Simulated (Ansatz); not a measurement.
**Mg2Ge: response to strain**

Consider Mg2Ge in the anti-fluorite structure (space group Fm-3m, No. 225; a = 6.4212 Å).

Strains are applied to the cell and any free atomic positions relax.

Computed with PBE, PAW, 420 eV (Ansatz, a first-principles code; without spin-orbit coupling).

For the base:

The smallest direct gap comes out as 0.95 eV.

Task: The aim is a smallest direct gap between 1.35 eV and 1.41 eV. Which of these changes reaches it?
A) isotropic strain +3.00 %
B) isotropic strain −2.50 %
C) isotropic strain +2.00 %

Result: B, isotropic strain −2.50 %. It gives 1.38 eV; isotropic strain +3.00 % gives 0.47 eV; isotropic strain +2.00 % gives 0.63 eV. Changes not listed may reach it too

Semilocal Kohn–Sham gaps tend to fall short of experiment. Stability against distortions was not tested.
